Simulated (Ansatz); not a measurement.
The parent structure is TaN (space group Pm-3m, No. 221; a = 4.213 Å; a hypothetical phase, not in the database extracts checked).

Computed with plane-wave PAW DFT at the PBEsol level (Ansatz, a quantum-chemistry and plane-wave program, 420 eV), no SOC.

Before the change:

```
Property              Result
-------------------  -------
Lattice parameter a  4.213 Å
```

The change: cell and atoms relaxed at a pressure of 1.5 GPa.

Question: Predict the new lattice parameter a.

Answer: The lattice parameter a decreases by 0.007 Å, from 4.213 Å to 4.206 Å.

Load acts through the strain it causes; cell and atoms are relaxed under it. Stability against distortions was not tested. The final runs are not spin-polarised.
